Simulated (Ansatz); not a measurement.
Worked example: relaxation of the atoms of Fe₂Ge (P6mm, 3 atoms in the cell) in Ansatz (a first-principles code).

Method of the run: LDA (PW92), default PAW files made with PBE (plane waves; Ansatz).

The change in words: one atom moved by 0.15 angstrom; relax: default → atoms; relax.f_tol: default → 0.002 eV/Å. Reference geometry:
```xyz
3
Lattice="4.1761 0.0000 0.0000 -2.0881 3.6166 0.0000 0.0000 0.0000 2.6343" Properties=species:S:1:pos:R:3 pbc="T T T"
Fe     2.0881     1.2055     1.3172
Fe     0.0000     2.4111     1.3172
Ge     0.0000     0.0000     0.0000
```
Moments meant for the start (each program seeds them in its own way; μB, in the order of the atoms Fe Fe Ge): 4.0 4.0 0.0.

Reference input (self-consistent single point, DFT, LDA (PW92), plane waves, default PAW files made with PBE): basis.ecutwfc = 30.9 Ry; kpoints.mp_grid.grid = 9 9 12; hamiltonian.xc = lda; hamiltonian.pseudopotentials = {kind: paw} (the program's default PAW files); magnetization.spin_polarized = true; scf.occupations.method = fermi_dirac; scf.occupations.width = 0.0073 Ry. This run's input differs from it in these lines:

Ansatz 0.2 input:
```diff
@@ -8,3 +8,3 @@
     - { symbol: Fe, position: [0.33333300, 0.66666700, 0.50000000], spin: 4.0 }
-    - { symbol: Ge, position: [0.00000000, 0.00000000, 0.00000000] }
+    - { symbol: Ge, position: [0.00000000, 0.00000000, 0.05694000] }
 basis:
@@ -20,2 +20,4 @@
   occupations: { method: fermi_dirac, width: 0.0073 Ry }
+relax:
+  f_tol: 0.002
 output:
```

The program printed (abridged):

```
   [... SCF lines of the steps left out ...]
relax step   1: F+E_penalty+E_count = -13054.71771622 eV  Δ(F+E_penalty+E_count) = +0.000e0 eV  max|allowed force component| = 6.990e-2 eV/Å  Δτ_max = 0.0000 Å  (15 SCF iters, dr2 threshold 1.00e-7 eV, accepted)
relax step   2: F+E_penalty+E_count = -13054.71846042 eV  Δ(F+E_penalty+E_count) = -7.442e-4 eV  max|allowed force component| = 6.470e-2 eV/Å  Δτ_max = 0.0074 Å  (6 SCF iters, dr2 threshold 3.05e-7 eV, accepted)
relax step   3: F+E_penalty+E_count = -13054.72286799 eV  Δ(F+E_penalty+E_count) = -4.408e-3 eV  max|allowed force component| = 8.797e-3 eV/Å  Δτ_max = 0.0800 Å  (8 SCF iters, dr2 threshold 2.62e-7 eV, accepted)
relax step   4: F+E_penalty+E_count = -13054.72295142 eV  Δ(F+E_penalty+E_count) = -8.343e-5 eV  max|allowed force component| = 1.155e-4 eV/Å  Δτ_max = 0.0128 Å  (8 SCF iters, accepted)
the relaxation is at rest under the 12 symmetry operations that the run kept from its start: a minimum is not shown …
the relaxation's final electronic state is not compared with the one that a single-point calculation of its input finds at the relaxed geometry …
Magnetization: 4.6984 μB (25.3492 up, 20.6508 down)
Absolute magnetization: 4.7750 μB (∫|ρ↑−ρ↓|, with the PAW one-centre terms)
Spin contamination: 0.0707 ħ² per cell (⟨S²⟩ above its minimum at these occupations)
   [... lines left out ...]
Free energy (F): -13054.722951 eV
Fermi energy:    16.091581 eV
   [... lines left out ...]
  F+E_penalty+E_count = -13054.72295142 eV   max|allowed force component| = 1.155e-4 eV/Å
  atoms:
    - { symbol: Fe, position: [0.6666666666666665, 0.33333333333333326, 0.5190130474556969] }
    - { symbol: Fe, position: [0.3333333333333332, 0.6666666666666665, 0.5190130474556969] }
    - { symbol: Ge, position: [-3.889237798038431e-35, -8.285470147956724e-35, 0.01891390508860627] }
```

The run converged. 

Summary of the result:
```
Quantity                                                  Value
-----------------------------------------------  --------------
Free energy E − TS (on the zero of these files)  -13054.7230 eV
Fermi level (on the code's own zero)                   16.09 eV
Pressure                                             -15.44 GPa
Size of the cell's spin moment                          4.70 μB
Relaxation steps                                              4
```

The starting cell comes from a database of computed structures (which also holds hypothetical and non-ambient phases and stackings), without a prior relaxation at this level. Its lattice was rescaled by up to half a per cent. For this run, on top of that: one atom moved by 0.15 angstrom. The magnetic order is the one reached from the typed start; others were not searched systematically. The relaxation keeps the symmetry of its start, so its end need not be a minimum. Ansatz's pressure includes its estimate of the finite-basis (Pulay) stress.

Cost on one core of a shared machine: roughly 2 min.
